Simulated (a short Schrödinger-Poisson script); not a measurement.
Stack: MOS inversion layer, Al2O3 on p-type InP, at 300 K.

| layer | material | thickness (nm) | Na (cm⁻³) |
|---|---|---|---|
| 1 | Al2O3 | 2.2 | - |
| 2 | InP | 520 | 8.4e17 |

Constants are typed, rounded textbook-type inputs, not results; the design itself was drawn at random and stands for no fabricated device. Al2O3: permittivity 9, conduction-band edge (eV) 3.03, gap (eV) 6.8, electron mass (mₑ) 0.3. InP: permittivity 12.5, conduction-band edge (eV) 0, gap (eV) 1.344, Nv at 300 K (cm⁻³) 1.1e19.

Channel valleys (confinement mass, in-plane density-of-states mass, number): Γ 0.08, 0.08, 1. At the gate the conduction-band edge of layer 1 lies 3.18 eV − eVg above the Fermi level of the channel; the field vanishes at the back. Gaps are held at their typed values at every temperature. Mesh 0.03 nm at interfaces.

From a short Schrödinger-Poisson script (our own, NumPy): 1D Poisson equation in equilibrium, electrons quantum, Hartree (BenDaniel-Duke, 12 states a valley, the channel's in-plane mass for all, wave functions free to enter the dielectric), parabolic valleys, classical holes, full ionisation, no traps, pinning or gate leakage.

The same stack at other levels of the model or other numerical settings:

| run | sheet density of all electrons at Vg = 1 V (cm⁻²) | sheet density of all electrons at Vg = 0.4 V (cm⁻²) | capacitance at Vg = 1 V (μF/cm²) | centroid of the channel electrons at Vg = 1 V (nm) | rough cost against the base |
|---|---|---|---|---|---|
| base | 4.46e12 | 2.88e9 | 1.74 | 2.14 | about 1 |
| electrons treated as classical, Boltzmann | 1.11e13 | 2.93e11 | 3.33 | 0.30 | 0.05 |
| electrons treated as classical, Fermi-Dirac | 5.20e12 | 1.64e11 | 1.77 | 1.49 | 0.3 |
| electrons treated as quantum, Hartree plus LDA exchange-correlation | 4.76e12 | 3.18e9 | 1.78 | 2.10 | 2 |
| mesh six times as coarse | 4.41e12 | 2.63e9 | 1.73 | 2.17 | 0.3 |
| one subband a valley | 4.46e12 | 2.87e9 | 1.73 | 2.13 | 0.7 |

The classical rows ignore confinement, and Boltzmann statistics overrate the density once the band edge passes the Fermi level.

Above a few 1e12 electrons/cm² a light Γ valley is non-parabolic and upper valleys begin to fill, which the model leaves out.
